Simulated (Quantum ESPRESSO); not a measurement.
## Variants of one calculation on CuF2 (P1, 6 atoms in the cell)

```
CuF2
1.0
    3.30900     0.00000     0.00000
    0.00000     4.56900     0.00000
   -2.77045     0.00000     4.59082
Cu F
2 4
Direct
  0.02588   0.99710   0.00724
  0.99725   0.47911   0.48408
  0.27339   0.30122   0.29312
  0.74627   0.81102   0.21358
  0.75856   0.71208   0.72293
  0.19864   0.19947   0.77905
```

Base run A: PBEsol, GBRV 1.5 ultrasoft (PBESOL) pseudopotentials run with Quantum ESPRESSO, self-consistent single point.

Its settings: ecutwfc = 50 Ry; ecutrho = 400 Ry; occupations = smearing; smearing = cold; degauss = 0.0073499 Ry; potentials = {Cu: cu_pbesol_v1.2.uspp.F.UPF, F: f_pbesol_v1.4.uspp.F.UPF}; K_POINTS = automatic 6 4 4 0 0 0; conv_thr = 1e-10 Ry.

The starting cell comes from a database of published, mostly measured structures (it also holds non-ambient and calculated ones), without a prior relaxation at this level. Its atoms were displaced at random from the sites of space group no. 14. Spin polarisation is off, so a magnetic state, if there is one, cannot be reached. In the base run, forces exceed 1 eV/Å. The run gives no clean gap (levels at the Fermi energy touch, overlap or are partly filled at this smearing), which alone does not show that the compound is a metal. Without a gap this mesh is coarse (it stands for a supercell whose shortest vector is 18 Å).

ΔF is the free energy per atom less that of run A. A dash stands where there is no value to compare (another energy zero or no entropy term, no result, no spin, no clean gap, or a mesh too coarse for one). Absolute energies have different zeros for different potentials, functionals, Hubbard and dispersion terms and are not compared across them.

```csv
run,change,ΔF (meV/atom),pressure (GPa),largest force (eV/Å),k-points
A,base,0.00,-0.56,1.480,52
B,conv_thr: 1e-10 Ry → 7.3e-10 Ry,0.00,-0.55,1.480,52
C,K_POINTS: automatic 6 4 4 0 0 0 → automatic 6 4 4 0 0 1,0.20,-0.59,1.469,48
D,smearing: cold → mp; degauss: 0.0073499 Ry → 0.02205 Ry,0.54,-0.53,1.508,52
E,"pseudopotentials: {Cu: cu_pbesol_v1.2.uspp.F.UPF, F: f_pbesol_v1.4.uspp.F.UPF} → {Cu: cu_pbe_v1.2.uspp.F.UPF, F: f_pbe_v1.4.uspp.F.UPF}; input_dft: default → rvv10 [rVV10]",–,4.91,1.654,52
F,nbnd: default → 34,0.00,-0.56,1.480,52
G,HUBBARD: default → atomic; U Cu-3d 5 eV [PBEsol+U],–,1.10,1.517,52
H,ecutrho: 400 Ry → 250 Ry,0.05,-0.56,1.480,52
I,mixing_ndim: default → 4,0.00,-0.56,1.480,52
J,"pseudopotentials: {Cu: cu_pbesol_v1.2.uspp.F.UPF, F: f_pbesol_v1.4.uspp.F.UPF} → {Cu: cu_pbe_v1.2.uspp.F.UPF, F: f_pbe_v1.4.uspp.F.UPF}; input_dft: default → vdw-df2 [vdW-DF2]",–,10.26,1.725,52
```

Run C against A: The free energy is nearly the same (within 1 meV/atom), the pressure moves little (-0.56 to -0.59 GPa) and the largest force goes from 1.480 to 1.469 eV/Å.

Run D against A: The free energy hardly moves (within 1 meV/atom), the pressure hardly changes (-0.56 to -0.53 GPa) and the largest force goes from 1.480 to 1.508 eV/Å.
